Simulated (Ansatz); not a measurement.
Abridged Ansatz (a quantum-chemistry and plane-wave program) output:

```
Relaxation: its limit of steps is 50 (relax.max_steps)
Pseudopotential: Ti, paw, valence charge 12
Crystal: 2 atoms, lattice volume = 29.424 Å³
Basis set: ecut = 420 eV, 579 PW (Γ), exchange–correlation on 40×40×60 points (8 copies of the dense FFT grid, shifted against one another)
Bands: 16, of which v1, the nominal top of the filled ones, is band 12 counted from 1 (11 counted from 0)
Symmetry: 24 space group operations
k-points: 392 of 6877
Functional: x = slater, c = lda
SCF iter   1: F=—  HF=-4900.528914 eV  |F-HF|=—  |Δ(HF+E_count)|=         —  Δρ=6.51e-3  dr2=5.62e-3  ethr=1.77e-3  ⟨swp⟩=3.8  Hψ=25944  notcnv=0
SCF iter   2: F=—  HF=-4900.527221 eV  |F-HF|=—  |Δ(HF+E_count)|=   1.69e-3  Δρ=3.17e-3  dr2=1.20e-3  ethr=2.34e-5  ⟨swp⟩=1.0  Hψ=9445  notcnv=0
SCF 1 converged in 6 iterations: F = -4900.526992 eV  dr2 = 7.35e-11
relax step   1: F+E_penalty+E_count = -4900.52699172 eV  Δ(F+E_penalty+E_count) = +0.000e0 eV  max|allowed force component| = 3.886e-16 eV/Å  Δτ_max = 0.0000 Å  (6 SCF iters, accepted)
SCF converged after 6 iterations
Free energy (F): -4900.526992 eV
Internal energy: -4900.459934 eV  (E = F + TS)
E sigma→0 (E₀):  -4900.493463 eV
Entropy (-TS):   -0.067058 eV (-33.529 meV/atom)
Fermi energy:    15.840532 eV
--- Forces (eV/Å), atoms counted from 1 ---
  atom   1  Ti    -0.00000000     0.00000000    -0.00000000
  atom   2  Ti     0.00000000    -0.00000000     0.00000000
--- Stress (GPa, compression-positive) ---
       13.278477       0.000000       0.000000
        0.000000      13.278477       0.000000
        0.000000       0.000000      13.895957
  P = ⅓ Tr σ = 13.4843 GPa (134.843 kbar)
--- Relaxed structure (1 steps of the walk, 1 accepted, 0 SCFs on fresh bases) ---
  atoms:
    - { symbol: Ti, position: [0.6666666666666667, 0.3333333333333333, 0.7500000000000001] }
    - { symbol: Ti, position: [0.33333333333333337, 0.6666666666666666, 0.25000000000000006] }
```

Question: What was computed, and what are the main results?

Answer: Ti, 2 atoms in the cell, with Ansatz LDA, spin-orbit coupling left out. The last SCF converged to F = -4900.526992 eV, or -2450.2635 eV per atom, at a pressure of 13.48 GPa. The total energy compares only with runs of the same code, potentials and settings.

The cells carry an imposed strain or load. No phonon test of stability was made. The final runs are not spin-polarised. The cell was made from Ti in the hcp (Mg type) structure (space group P6_3/mmc, No. 194) by this change: isotropic strain −3.00 %.

Keys are those of Ansatz 0.2.
